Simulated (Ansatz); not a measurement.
Consider the following.

```xyz
8
Lattice="-2.6904 2.6904 5.2353 2.6904 -2.6904 5.2353 2.6904 2.6904 -5.2353" Properties=species:S:1:pos:R:3 pbc="T T T"
Zn     0.0000     2.6904     2.6176
Zn     0.0000     0.0000     0.0000
Si     2.6904     0.0000     2.6176
Si     0.0000     0.0000     5.2353
P      1.3452     1.4342    -1.3088
P      1.3452     1.2563     3.9265
P      3.9467     1.3452     1.3088
P     -1.2563     1.3452     6.5441
```

No spin polarisation.

Level of theory: PBE (Ansatz, an electronic-structure program, PAW, spin-orbit coupling left out). Γ-centred 9×9×9 mesh, Fermi–Dirac width 0.05 eV.

Question: Predict the gap character, electron mass, valence-band top at Γ and hole mass.

Answer: The gap character comes out as direct at Γ. The electron mass is 1.4 mₑ along c, 0.26 mₑ across (at Γ) and the valence-band top at Γ (three highest levels, from the VBM) is 0.00, -0.13, -0.13 eV. The hole mass comes out as 0.17 mₑ along c, 0.39 mₑ across (at Γ).

Load acts through the strain it causes; cell and atoms are relaxed under it. Effective masses come from finite differences of ±0.01 Å⁻¹. Whether these cells are dynamically stable was not tested. The cell was made from ZnSiP₂ in the chalcopyrite structure (space group I-42d, No. 122) by this change: pressure 1.8 GPa.
